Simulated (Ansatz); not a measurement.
The reference is GaN in the wurtzite structure (space group P6_3mc, No. 186; a = 3.183 Å, c = 5.185 Å).

One thing is altered: Al takes the place of Ga on all its sites, then cell and atoms are relaxed.

Levels (all Ansatz, an electronic-structure program, PAW): PBEsol (420 eV, no spin-orbit coupling); PBEsol+SOC (420 eV, with spin-orbit coupling).

The geometry is relaxed with PBEsol.

| Property | Result |
|---|---|
| PBEsol valence-band top at Γ | 0.00, -0.22, -0.22 eV |
| PBEsol lowest conduction level above the VBM at special points | Γ 4.09 eV; K 4.89 eV; L 5.17 eV; M 5.67 eV |
| PBEsol width of the top valence band | 2.41 eV |

How does going to PBEsol+SOC change the valence-band top at Γ, lowest conduction level above the VBM at special points and width of the top valence band?

The valence-band top at Γ (three highest Kramers pairs, from the VBM) becomes 0.00, -0.22, -0.23 eV (PBEsol: 0.00, -0.22, -0.22 eV); the lowest conduction level above the VBM at special points stays Γ 4.09 eV; K 4.89 eV; L 5.17 eV; M 5.67 eV; the width of the top valence band is nearly the same (2.41 eV against 2.40 eV).

Single points use the geometry relaxed with PBEsol. The spin-orbit shifts are approximate. The levels and masses belong to the bands next to the band gap. Whether these cells are dynamically stable was not tested.
